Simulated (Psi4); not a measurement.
Psi4 1.11, PBE/def2-svp: Ga(Cl) ([Cl][Ga]), 2 atoms. The geometry is a generated start, not checked to be a minimum at this level.

| Quantity | Result |
|---|---|
| task | energy |
| method | pbe |
| basis | def2-svp |
| memory | 3 GB |
| maxiter | 100 |
| keys of the molecule block | symmetry c1 |
| scf_type | df (default) |
| guess | auto, which took SAD (default) |
| scf_initial_accelerator | adiis (default) |
| e_convergence | 1e-06 (default) |
| d_convergence | 1e-06 (default) |
| dft_radial_points | 75 (default) |
| dft_spherical_points | 302 (default) |
| basis functions | 50 |
| grid points | 42369 |

```xyz
2

Ga    -0.6408    -0.6144    -0.6241
Cl     0.6408     0.6144     0.6241
```

One run each on 2 threads. Values of diis_max_vecs tried: 3, 6, 10 (default), 20.

Predict the course of the SCF iterations along this series.

Fewest SCF iterations, within one of each other: 6 with 10, 10 (default) with 10, 20 with 10. The count rises to 15 at 3. All converge to one solution.

```
diis_max_vecs  SCF iterations            end
-------------  --------------  -------------
3                          15  same solution
6                          10  same solution
10 (default)               10  same solution
20                         10  same solution
```
